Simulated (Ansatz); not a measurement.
The starting structures come from a database of crystals and need not be the phases stable at ambient conditions.

 Where the default PAW files enter, the runs use the earlier of Ansatz's two default sets.

# Evanescent states of RbAu (Pm-3m, CsCl type, not sure to be the ambient phase, 2 atoms a cell, 34.6 Å³ an atom) along the normal of (111)

Method: r2SCAN (plane waves, PAW; Ansatz, an electronic-structure program).

The gap is the functional's own, uncorrected, and κ follows it; spin-orbit coupling is left out. Mid-gap values are interpolated between the computed energies.

Energies count from the valence-band top; κ is the least over a 6×6 mesh across the current.

```
E (eV)  κ (1/Å)  where
------  -------  -----
0.03      0.035      Γ
0.07      0.059      Γ
0.12      0.074      Γ
0.17      0.086      Γ
0.23      0.096      Γ
0.28      0.104      Γ
0.33      0.111      Γ
0.38      0.106  off Γ
0.42      0.091  off Γ
0.47      0.071  off Γ
0.53      0.043  off Γ
```

### Question
How thick must the barrier be to attenuate the transmission by 10^8 when the electrodes' Fermi level lies at 0.23 eV, and what attenuation does that film give at 0.38 eV?

### Answer
d = 8 ln 10 / (2 × 0.096) = 95.9 Å. At 0.38 eV it gives 8 × 0.106/0.096 = 8.8 decades.
